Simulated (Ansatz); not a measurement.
Input and output of a zone-centre phonon calculation for LaPt2 (Fd-3m, 6 atoms in the cell) (Ansatz, a quantum-chemistry and plane-wave program).

Computed with LDA (PW92), default PAW files made with PBE (plane waves; Ansatz).

```yaml
crystal:
  lattice:
    - [0.00000, 3.89244, 3.89244]
    - [3.89244, 0.00000, 3.89244]
    - [3.89244, 3.89244, 0.00000]
  atoms:
    - { symbol: La, position: [0.50000, 0.50000, 0.50000] }
    - { symbol: La, position: [0.75000, 0.75000, 0.75000] }
    - { symbol: Pt, position: [0.12500, 0.12500, 0.12500] }
    - { symbol: Pt, position: [0.62500, 0.12500, 0.12500] }
    - { symbol: Pt, position: [0.12500, 0.12500, 0.62500] }
    - { symbol: Pt, position: [0.12500, 0.62500, 0.12500] }
```

Reference input (self-consistent single point, DFT, LDA (PW92), plane waves, default PAW files made with PBE): basis.ecutwfc = 420 eV; kpoints.mp_grid.grid = 7 7 7; hamiltonian.xc = lda; hamiltonian.pseudopotentials = {kind: paw} (the program's default PAW files); scf.occupations.method = fermi_dirac; scf.occupations.width = 0.1 eV. This run's input differs from it in these lines:

Ansatz 0.2 input:
```diff
@@ -17,3 +17,3 @@
   mp_grid:
-    grid: [7, 7, 7]
+    grid: [6, 6, 6]
 hamiltonian:
@@ -26,6 +26,4 @@
     width: 0.1
-output:
-  forces: true
-  eigenvalues: true
-  stress: true
+phonons:
+  method: dfpt
```

Output, abridged:

```
SCF iter   1: F=—  HF=-61138.757234 eV  |F-HF|=—  |Δ(HF+E_count)|=         —  Δρ=6.11e-3  dr2=2.27e-2  ethr=1.77e-3  ⟨swp⟩=6.6  Hψ=16411  notcnv=0
all-band conjugate gradients solve this SCF's bands
preconditioner: auto → Kerker (q_TF=auto, 2.627 Å⁻¹)
SCF iter   2: F=—  HF=-61138.752116 eV  |F-HF|=—  |Δ(HF+E_count)|=   5.12e-3  Δρ=2.85e-3  dr2=4.53e-3  ethr=2.42e-5  ⟨swp⟩=2.8  Hψ=8570  notcnv=0
   [... lines left out ...]
SCF iter   6: F=—  HF=-61138.750937 eV  |F-HF|=—  |Δ(HF+E_count)|=   3.53e-6  Δρ=5.21e-6  dr2=2.60e-8  ethr=5.99e-10  ⟨swp⟩=2.0  Hψ=7185  notcnv=0
SCF iter   7: F=—  HF=-61138.750937 eV  |F-HF|=—  |Δ(HF+E_count)|=   1.62e-9  Δρ=1.28e-6  dr2=1.89e-9  ethr=2.77e-11  ⟨swp⟩=2.0  Hψ=7020  notcnv=0
SCF iter   8: F=—  HF=-61138.750937 eV  |F-HF|=—  |Δ(HF+E_count)|=  1.02e-10  Δρ=3.77e-7  dr2=1.86e-10  ethr=2.01e-12  ⟨swp⟩=2.0  Hψ=6114  notcnv=0
SCF iter   9: F=-61138.750937 eV  HF=-61138.750937 eV  |F-HF|=1.46e-11  |Δ(HF+E_count)|=  2.18e-11  Δρ=5.53e-8  dr2=3.05e-12  ethr=1.00e-12  ⟨swp⟩=7.6  Hψ=21817  notcnv=0
SCF 1 converged in 9 iterations: F = -61138.750937 eV  dr2 = 3.05e-12
DFPT response loops at Γ: preconditioner auto → Kerker (q_TF=auto, 2.627 Å⁻¹) (partly filled bands, converged f_vac=0.000) …
Free energy (F): -61138.750937 eV
Internal energy: -61138.665512 eV  (E = F + TS)
E sigma→0 (E₀):  -61138.708225 eV
Entropy (-TS):   -0.085425 eV (-14.237 meV/atom)
Fermi energy:    18.978608 eV
--- Phonons (Γ-DFPT): 2 representative perturbations + reference, on 68 of 216 k-points (Σ response iterations 7) ---
  k mesh reduced under 2 symmetry operations, with k and −k counted as one. Each operation leaves every solved perturbation unchanged …
  ASR residual: 1.802e-4 → 0.000e0 eV/Å²; symmetrization residual: 1.545e-5 eV/Å²
  ASR residual per site (eV/Å²): 6.10e-5 6.10e-5 1.80e-4 1.80e-4 1.80e-4 1.80e-4
  Γ frequencies (cm⁻¹): 0.00 0.00 0.00 57.67 57.67 57.67 79.53 79.53 79.53 113.73 113.73 114.74 114.74 114.74 149.19 149.19 149.19 195.18
  non-analytic LO–TO correction: not included (Born effective charges unavailable; polar crystals: no LO–TO splitting at Γ)
```

The run converged in 9 iterations. 

Summary of the result:
```
Item                                                                                                                             Value
--------------------------------------------------------  ----------------------------------------------------------------------------
Free energy E − TS (on the zero of these files)                                                                         -61138.7509 eV
Fermi level (on the code's own zero)                                                                                          18.98 eV
Zone-centre frequencies (cm⁻¹; negative means imaginary)  0, 0, 0, 58, 58, 58, 80, 80, 80, 114, 114, 115, 115, 115, 149, 149, 149, 195
```

The starting cell comes from a database of computed structures (which also holds hypothetical and non-ambient phases and stackings), without a prior relaxation at this level. Its lattice was rescaled by up to half a per cent. Spin polarisation is off.

Cost on one core of a shared machine: roughly 3 min.
